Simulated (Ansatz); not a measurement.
PBE against r2SCAN: hypothetical fluorite TeO2, Te → Se

Start from TeO2 in the fluorite structure (space group Fm-3m, No. 225; a = 5.385 Å; a hypothetical phase, not in the database extracts checked).

(Cell as relaxed with PBE.)

Levels (all Ansatz, a first-principles code, PAW, earlier PAW set): PBE (420 eV, without spin-orbit coupling); r2SCAN (500 eV, without spin-orbit coupling).

Each level relaxes its own structure.

| base | PBE | r2SCAN |
|---|---|---|
| volume per atom | 13.01 Å³ | 12.64 Å³ |
| lattice parameter a | 5.385 Å | 5.334 Å |
| band gap | 0.82 eV | 1.01 eV |

The change: Se takes the place of Te on all its sites, then cell and atoms are relaxed.

| quantity | PBE | r2SCAN |
|---|---|---|
| band gap | 0.59 eV | 0.70 eV |
| shift of the gap caused by the change | -0.24 eV | -0.31 eV |
| volume per atom | 11.02 Å³ | 10.71 Å³ |

PBE's band gap lies 0.11 eV below r2SCAN's; PBE's shift of the gap caused by the change lies 0.07 eV above r2SCAN's; PBE's volume per atom lies 0.31 Å³ above r2SCAN's (2.9 %). Neither level is exact; r2SCAN is the comparison here, not a measurement.

With Te present, leaving out spin-orbit coupling can change the band edges. No phonon test of stability was made. As relaxed here, SeO2 is a hypothetical phase, not in the database extracts checked.
